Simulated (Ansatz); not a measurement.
Given:

```
ZrB2
1.0
    3.17143     0.00000     0.00000
   -1.58572     2.74654     0.00000
    0.00000     0.00000     3.52411
Zr B
1 2
Direct
  0.00000   0.00000   0.00000
  0.66667   0.33333   0.50000
  0.33333   0.66667   0.50000
```

No spin polarisation.

Method: PBE (Ansatz, a first-principles code), no spin-orbit coupling. Γ-centred 21×21×16 mesh, Fermi–Dirac width 0.1 eV.

Problem. Predict the band gap, space group and pressure.

Solution. 
- Band gap = zero
- Space group = P6/mmm (No. 191)
- Pressure (mean of the normal stresses, compression positive) = 1.1 GPa

The cells carry an imposed strain or load. No phonon test of stability was made. All final runs are without spin polarisation. The cell was made from ZrB₂ (space group P6/mmm, No. 191) by this change: uniaxial strain ε_zz = −0.50 %.
